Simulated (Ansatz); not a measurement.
Take MgB₂ (space group P6/mmm, No. 191; a = 3.0753 Å, c = 3.5248 Å; relaxed with 0.1 eV smearing) as the base. Axes: x lies along a and z along c of the hexagonal cell.

The values are results of PBE (Ansatz, a program for electronic structure; PAW; 420 eV plane waves; no spin-orbit coupling), not measurements.

Strains are applied to the cell and any free atomic positions relax; under biaxial strain the out-of-plane vector relaxes too.

One change was made to it. Results:

```csv
quantity,base,after
"pressure (mean of the normal stresses, compression positive)",0.0 GPa,-3.0 GPa
shortest interatomic distance,1.776 Å,1.793 Å
```

Q: Name the change that was made.
A. biaxial strain +1.50 %, plane normal [001], relaxed out of plane
B. biaxial strain +1.00 %, plane normal [001], relaxed out of plane
C. biaxial strain +2.50 %, plane normal [001], relaxed out of plane

A: B, biaxial strain +1.00 %, plane normal [001], relaxed out of plane. For comparison, the pressure in the other runs: biaxial strain +1.50 %, plane normal [001], relaxed out of plane gives -4.4 GPa; biaxial strain +2.50 %, plane normal [001], relaxed out of plane gives -7.1 GPa.

Whether these cells are dynamically stable was not tested. All final runs are without spin polarisation.
